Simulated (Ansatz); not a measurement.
# What Ba → Gd does to Ba

Consider Ba in the bcc (W type) structure (space group Im-3m, No. 229; a = 4.8817 Å).

Modification: full substitution Ba → Gd, then cell and atoms are relaxed.

All numbers come from PBEsol/PAW in Ansatz (a quantum-chemistry and plane-wave program), no spin-orbit coupling, earlier PAW set. k-mesh 17×17×17 (Γ-centred); smearing 0.05 eV (Fermi–Dirac), for the changed cell.

```csv
quantity,base,changed,shift
volume per atom,58.17 Å³,30.85 Å³,-27.32 Å³
density,3.92 g/cm³,8.46 g/cm³,+4.54 g/cm³
lattice parameter a,9.225 bohr,7.467 bohr,-1.758 bohr
shortest interatomic distance,7.989 bohr,6.467 bohr,-1.522 bohr
band gap,zero,zero,–
magnetic state,not spin-polarised,ferromagnetic,–
largest site moment,0.00 μB,7.34 μB,+7.34 μB
```

Final structure:

```
CELL_PARAMETERS angstrom
     -1.97578     1.97578     1.97578
      1.97578    -1.97578     1.97578
      1.97578     1.97578    -1.97578
ATOMIC_POSITIONS crystal
  Gd 0.00000 0.00000 0.00000
```

Other magnetic orders, which the real material may have, were not ruled out. The state of the 4f shell was not checked for lower solutions. Whether these cells are dynamically stable was not tested. This is not the structure that Gd has at room temperature and ambient pressure.
